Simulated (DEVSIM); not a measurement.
System: W/Al2O3/SiO2/n-Si capacitor, at 300 K.

```tsv
layer (left to right)	material	thickness (nm)	Nd (cm⁻³)
1	Al2O3	9.90	-
2	SiO2	0.590	-
3	Si	8100	5e15
```

Metal gate on the left, work function 4.6 eV. Fixed charge at the semiconductor interface 1.3e10 cm⁻² (in units of +e); no interface traps.

The device is made up for the run: typed textbook-type constants, with dimensions and the other settings drawn at random. Values at 300 K.

| parameter | Al2O3 | SiO2 | Si |
|---|---|---|---|
| gap (eV) | 6.8 | 9 | 1.124 |
| affinity (eV) | 1.35 | 0.9 | 4.05 |
| permittivity | 9 | 3.9 | 11.7 |
| Nc (cm⁻³) | - | - | 2.86e19 |
| Nv (cm⁻³) | - | - | 3.1e19 |

Model (solved in DEVSIM): 1D Poisson equation in equilibrium, Boltzmann statistics, complete ionisation; no quantum confinement or tunnelling. Metal contacts follow the ideal Schottky-Mott rule: no Fermi-level pinning, no interface dipoles.

Base results: flat-band voltage (V) 0.32; minimum of the low-frequency capacitance (μF/cm²) 0.0270; threshold voltage (band bending 2φF) (V) -0.40; capacitance of the dielectric stack (μF/cm²) 0.708.

Question: What follows from this one change: fixed charge 1.3e+10 → 1.573e+12 cm^-2?

Answer: flat-band voltage 0.32 → -0.03 V; minimum of the low-frequency capacitance 0.0270 → 0.0277 μF/cm²; threshold voltage (band bending 2φF) -0.40 → -0.75 V; capacitance of the dielectric stack little changed (0.708 μF/cm²).

Question: What follows from this one change: substrate doping 5e+15 → 5e+14 cm^-3?

Answer: flat-band voltage 0.32 → 0.26 V; minimum of the low-frequency capacitance 0.0270 → 0.00991 μF/cm²; threshold voltage (band bending 2φF) -0.40 → -0.31 V; capacitance of the dielectric stack little changed (0.708 μF/cm²).

Question: What follows from this one change: Al2O3 thickness 0.0099 → 0.0069 μm?

Answer: flat-band voltage little changed (0.32 V); minimum of the low-frequency capacitance little changed (0.0274 μF/cm²); threshold voltage (band bending 2φF) -0.40 → -0.39 V; capacitance of the dielectric stack 0.708 → 0.965 μF/cm².
